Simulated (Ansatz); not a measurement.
Input and output of a relaxation of the atoms for Cr (P-3m1, 2 atoms in the cell) (Ansatz, a program for electronic structure).

Computed with LDA (PW92), default PAW files made with PBE (plane waves; Ansatz).

The change in words: one atom moved by 0.15 angstrom; relax: default → atoms; relax.f_tol: default → 0.01 eV/Å. Reference geometry:
```
CELL_PARAMETERS angstrom
      2.43626     0.00000     0.00000
     -1.21813     2.10986     0.00000
      0.00000     0.00000     4.46821
ATOMIC_POSITIONS crystal
  Cr 0.33333 0.66667 0.25000
  Cr 0.66667 0.33333 0.75000
```

Reference input (self-consistent single point, DFT, LDA (PW92), plane waves, default PAW files made with PBE): basis.ecutwfc = 420 eV; kpoints.mp_grid.grid = 15 15 8; hamiltonian.xc = lda; hamiltonian.pseudopotentials = {kind: paw} (the program's default PAW files); scf.occupations.method = gaussian; scf.occupations.width = 0.1 eV. This run's input differs from it in these lines:

```diff
@@ -6,3 +6,3 @@
   atoms:
-    - { symbol: Cr, position_ang: [-0.000002, 1.406575, 1.117051] }
+    - { symbol: Cr, position_ang: [-0.000002, 1.406575, 1.267053] }
     - { symbol: Cr, position_ang: [1.218131, 0.703287, 3.351154] }
@@ -17,2 +17,4 @@
   occupations: { method: gaussian, width: 0.1 }
+relax:
+  f_tol: 0.01
 output:
```

Log, with long lists cut:

```
   [... SCF lines of the steps left out ...]
relax step   1: F+E_penalty+E_count = -6645.14470867 eV  Δ(F+E_penalty+E_count) = +0.000e0 eV  max|allowed force component| = 1.665e0 eV/Å  Δτ_max = 0.0000 Å  (6 SCF iters, dr2 threshold 2.50e-6 eV, accepted)
relax step   2: F+E_penalty+E_count = -6645.26004448 eV  Δ(F+E_penalty+E_count) = -1.153e-1 eV  max|allowed force component| = 4.691e-1 eV/Å  Δτ_max = 0.0540 Å  (6 SCF iters, dr2 threshold 1.00e-4 eV, accepted)
relax step   3: F+E_penalty+E_count = -6645.26991801 eV  Δ(F+E_penalty+E_count) = -9.874e-3 eV  max|allowed force component| = 9.186e-4 eV/Å  Δτ_max = 0.0211 Å  (6 SCF iters, dr2 threshold 1.38e-5 eV, accepted)
relax step   4: F+E_penalty+E_count = -6645.26991802 eV  Δ(F+E_penalty+E_count) = -5.784e-9 eV  max|allowed force component| = 8.956e-4 eV/Å  Δτ_max = 0.0000 Å  (6 SCF iters, accepted)
the relaxation is at rest under the 12 symmetry operations that the run kept from its start: a minimum is not shown …
Free energy (F): -6645.269918 eV
Internal energy: -6645.253238 eV  (E = F + TS)
E sigma→0 (E₀):  -6645.261578 eV
Entropy (-TS):   -0.016680 eV (-8.340 meV/atom)
Fermi energy:    19.065747 eV
--- Forces (eV/Å), atoms counted from 1 ---
  atom   1  Cr    -0.00000000     0.00000000     0.00089563
  atom   2  Cr     0.00000000    -0.00000000    -0.00089563
--- Stress (GPa, compression-positive) ---
       -4.751527      -0.000000      -0.000000
       -0.000000      -4.751527      -0.000000
       -0.000000      -0.000000     -11.562903
  P = ⅓ Tr σ = -7.0220 GPa (-70.220 kbar)
   [... lines left out ...]
--- Relaxed structure (4 steps of the walk, 4 accepted, 0 SCFs on fresh bases) ---
  F+E_penalty+E_count = -6645.26991802 eV   max|allowed force component| = 8.956e-4 eV/Å
  atoms:
    - { symbol: Cr, position: [0.3333333333333332, 0.6666666666666665, 0.2667765061036481] }
    - { symbol: Cr, position: [0.6666666666666666, 0.3333333333333333, 0.7667944692656558] }
```

The run converged.  The full log also holds: “iter 2 did not close the SCF: its close was put off for the readings that it lacked (scf_convergence_deferred on its scf_iter line)”. The full log also holds: “iter 3 did not close the SCF: its close was put off for the readings that it lacked (scf_convergence_deferred on its scf_iter line)”.

Summary of the result:
| Property | Value |
|---|---|
| Free energy E − TS (on the zero of these files) | -6645.2699 eV |
| Fermi level (on the code's own zero) | 19.07 eV |
| Pressure | -7.02 GPa |
| Relaxation steps | 4 |

The starting cell comes from a database of computed structures (which also holds hypothetical and non-ambient phases and stackings), without a prior relaxation at this level. Its lattice was rescaled by up to half a per cent. For this run, on top of that: one atom moved by 0.15 angstrom. Spin polarisation is off. The relaxation keeps the symmetry of its start, so its end need not be a minimum. Ansatz's pressure includes its estimate of the finite-basis (Pulay) stress.

Keys are those of Ansatz 0.2.
